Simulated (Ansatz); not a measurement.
The parent structure is MoS$_{2}$ in the 3R-MoS2 type structure (space group R3m, No. 160; a = 3.116 Å, c = 17.358 Å (hexagonal axes); layered, stacked along the Cartesian z axis).

Method: PBEsol-D3(BJ) (Ansatz, a first-principles code; PAW; 420 eV plane waves; scalar-relativistic without spin-orbit coupling), earlier PAW set.

For the base:

* **Band gap**: 0.50 eV
* **Hole mass**: 1.1 mₑ along k, 0.46 mₑ across (at T)
* **c/a ratio**: 5.571
* **Lattice parameter a**: 3.116 Å

Now apply this change: full substitution Mo → W; the structure is relaxed again.

Tabulated Pauling electronegativity and covalent radius: Mo 2.16, 1.54 Å; W 2.36, 1.62 Å.

Predict the new band gap, hole mass, c/a ratio and lattice parameter a.

The band gap increases by 0.17 eV to 0.67 eV; the hole mass goes from 1.1 mₑ along k, 0.46 mₑ across (at T) to 0.92 mₑ along k, 0.44 mₑ across (at T); the c/a ratio goes up by 0.044, from 5.571 to 5.615; the lattice parameter a grows by 0.005 Å to 3.121 Å.

With W present, leaving out spin-orbit coupling can change the band edges. Masses are band curvatures over ±0.01 Å⁻¹ around the edge. Along k means along the line from Γ to the band edge. No phonon test of stability was made.
